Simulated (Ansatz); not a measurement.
Na, element substitutions

The reference is Na in the bcc (W type) structure (space group Im-3m, No. 229; a = 4.171 Å).

Each row replaces one element on all its sites; cell and atoms are relaxed.

Calculations: PBEsol (Ansatz, a first-principles code), no spin-orbit coupling.

Candidates:
(a) Na → La
(b) Na → Ba
(c) Na → Lu

Before the change:

The lattice parameter a comes out as 7.881 bohr.

Q: Order them by lattice parameter a, highest first.

A: (b) Na → Ba (9.220 bohr), (a) Na → La (7.767 bohr), (c) Na → Lu (7.220 bohr)

Whether these cells are dynamically stable was not tested. For La and Lu in this form, whether it has been made was not checked. All final runs are without spin polarisation. This is not the structure that La has at room temperature and ambient pressure. This is not the structure that Lu has at room temperature and ambient pressure.
